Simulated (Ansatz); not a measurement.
## Ansatz run on Sc3SnB (Pm-3m, 5 atoms in the cell): self-consistent single point

Method: LDA (PW92), default PAW files made with PBE (plane waves; Ansatz, a program for electronic structure).

This input was run:

Ansatz 0.2 input:
```yaml
crystal:
  lattice:
    - [4.640008, 0.000000, 0.000000]
    - [0.000000, 4.640008, 0.000000]
    - [0.000000, 0.000000, 4.640008]
  atoms:
    - { symbol: Sc, position: [0.500000, 0.000000, 0.500000] }
    - { symbol: Sc, position: [0.000000, 0.500000, 0.500000] }
    - { symbol: Sc, position: [0.500000, 0.500000, 0.000000] }
    - { symbol: Sn, position: [0.000000, 0.000000, 0.000000] }
    - { symbol: B, position: [0.500000, 0.500000, 0.500000] }
basis:
  ecutwfc: 420.0
kpoints:
  mp_grid:
    grid: [7, 7, 7]
hamiltonian:
  xc: lda
  pseudopotentials:
    kind: paw
scf:
  occupations:
    method: fermi_dirac
    width: 0.1
output:
  forces: true
  eigenvalues: true
  stress: true
```

Output (repeated stretches shortened):

```
WARN ansatz: RAYON_NUM_THREADS=1 ignored (pool sized by the plan → 1); use --threads N
Pseudopotentials: kind: paw
Pseudopotential: Sc, paw, valence charge 11
Pseudopotential: Sn, paw, valence charge 14
Pseudopotential: B, paw, valence charge 3
Crystal: 5 atoms, lattice volume = 99.898 Å³
Basis set: ecut = 420 eV, 1935 PW (Γ)
Bands: 30, of which v1, the nominal top of the filled ones, is band 25 counted from 1 (24 counted from 0)
Symmetry: 48 space group operations
Space group: Pm-3m (ITA 221), of the structure as read, at distance tolerance 4.6e-5 Å
k-points: 20 of 343
PAW frozen core: Sc, regenerated for the run's functional, and the local potential with it
PAW frozen core: Sn, regenerated for the run's functional, and the local potential with it
PAW frozen core: B, regenerated for the run's functional, and the local potential with it
Initial density: superposition of atomic densities (neutral atoms: chi_scale 0, normalization atom), corrected by the library's trained network
Initial wavefunctions: pseudopotential atomic-orbital guess
Eigensolver: davidson
Functional: x = slater, c = lda
SCF iter   1: F=—  HF=-12299.526334 eV  |F-HF|=—  |Δ(HF+E_count)|=         —  Δρ=5.90e-3  dr2=2.91e-2  ethr=1.77e-3  ⟨swp⟩=5.5  Hψ=2527  notcnv=0
all-band conjugate gradients solve this SCF's bands
preconditioner: auto → Kerker (q_TF=auto, 2.431 Å⁻¹)
SCF iter   2: F=—  HF=-12299.520838 eV  |F-HF|=—  |Δ(HF+E_count)|=   5.50e-3  Δρ=2.95e-3  dr2=6.34e-3  ethr=5.82e-5  ⟨swp⟩=2.3  Hψ=934  notcnv=0
SCF iter   3: F=—  HF=-12299.519929 eV  |F-HF|=—  |Δ(HF+E_count)|=   9.08e-4  Δρ=5.99e-4  dr2=3.09e-4  ethr=1.27e-5  ⟨swp⟩=2.5  Hψ=821  notcnv=0
SCF iter   4: F=—  HF=-12299.519921 eV  |F-HF|=—  |Δ(HF+E_count)|=   8.30e-6  Δρ=1.52e-4  dr2=1.87e-5  ethr=6.17e-7  ⟨swp⟩=2.0  Hψ=748  notcnv=0
SCF iter   5: F=—  HF=-12299.519913 eV  |F-HF|=—  |Δ(HF+E_count)|=   7.65e-6  Δρ=3.97e-5  dr2=1.50e-6  ethr=3.74e-8  ⟨swp⟩=2.0  Hψ=782  notcnv=0
SCF iter   6: F=-12299.519913 eV  HF=-12299.519913 eV  |F-HF|=1.75e-8  |Δ(HF+E_count)|=   1.68e-7  Δρ=7.24e-6  dr2=5.69e-8  ethr=2.00e-10  ⟨swp⟩=4.0  Hψ=2506  notcnv=0
SCF 1 converged in 6 iterations: F = -12299.519913 eV  dr2 = 5.69e-8
SCF converged after 6 iterations
Free energy (F): -12299.519913 eV
Harris-Foulkes:  -12299.519913 eV  (|F-HF|=1.75e-8)
Internal energy: -12299.468209 eV  (E = F + TS)
E sigma→0 (E₀):  -12299.494061 eV
Entropy (-TS):   -0.051704 eV (-10.341 meV/atom)
Fermi energy:    10.028626 eV
--- Per-component energies (eV) ---
  E_band       = -535.030912
  E_kinetic    = 1020.453133
  E_local      = -3273.381118  (includes V_loc(G=0)·N_el)
  E_nonlocal   = 242.745501
  E_hartree    = 1355.801076
  E_xc         = -721.254629
  E_vxc        = -523.749333  (∫ρ·V_xc dr)
  E_paw        = -6799.132539  (= ΣΔE_a)
  E_vpaw       = -712.704798  (= ΣTr[D̂ρ^β])
  E_aug_tail   = 0.000032  (compensation charges beyond the density's cutoff)
  E_ewald      = -4126.085166
  E_core_change = 1.385501  (= ΣΔE_core)
  E_smearing   = -0.051704  (= −TS)
  E_closure    = -0.000000  (closes the sum)
  Σ components = -12299.519913   (vs F -12299.519913, Δ=0.00e0)
--- Forces (eV/Å), atoms counted from 1 ---
  atom   1  Sc     0.00000000    -0.00000000     0.00000000
   [... zero for the other atoms too ...]
  max |Σ_I F_I| component: 1.28e-28 eV/Å
--- Stress (GPa, compression-positive) ---
       -4.847724      -0.000000       0.000000
        0.000000      -4.847724       0.000000
        0.000000       0.000000      -4.847724
  P = ⅓ Tr σ = -4.8477 GPa (-48.477 kbar)
  The stress holds the Pulay correction. Without it, at fixed plane waves, as pw.x and ABINIT print it: P = -4.8820 GPa
--- Band table (eV; the first three rows and the last of 20) ---
  k-point 0: bands = ["-38.6212", "-38.5593", "-38.5593", "-17.6763", "-17.6763", "-17.6763", "-17.5675", "-17.5675", "-17.5675", "-17.3021", "-17.3021", "-17.3021", "-10.4640", "-10.4640", "-10.4640", "-10.4614", "-10.4614", "1.6991", "4.0009", [...]
  k-point 1: bands = ["-38.6185", "-38.5620", "-38.5593", "-17.6694", "-17.6694", "-17.6676", "-17.5700", "-17.5700", "-17.5685", "-17.3131", "-17.3067", "-17.3067", "-10.4640", "-10.4634", "-10.4634", "-10.4609", "-10.4601", "1.8331", "4.0312", [...]
  k-point 2: bands = ["-38.6111", "-38.5694", "-38.5592", "-17.6517", "-17.6517", "-17.6461", "-17.5776", "-17.5776", "-17.5708", "-17.3400", "-17.3175", "-17.3175", "-10.4639", "-10.4621", "-10.4621", "-10.4596", "-10.4571", "2.2055", "4.0180", [...]
  k-point 19: bands = ["-38.5818", "-38.5787", "-38.5787", "-17.7063", "-17.7037", "-17.7037", "-17.6260", "-17.4859", "-17.4859", "-17.4838", "-17.2342", "-17.2342", "-10.4659", "-10.4659", "-10.4658", "-10.4515", "-10.4515", "3.3243", "5.4010", [...]
```

The run converged in 6 iterations.

The starting cell comes from a database of computed structures (which also holds hypothetical and non-ambient phases and stackings), without a prior relaxation at this level. Its lattice was rescaled by up to half a per cent. With a pressure of about -5 GPa the cell is away from its equilibrium volume at this level. Ansatz's pressure includes its estimate of the finite-basis (Pulay) stress.
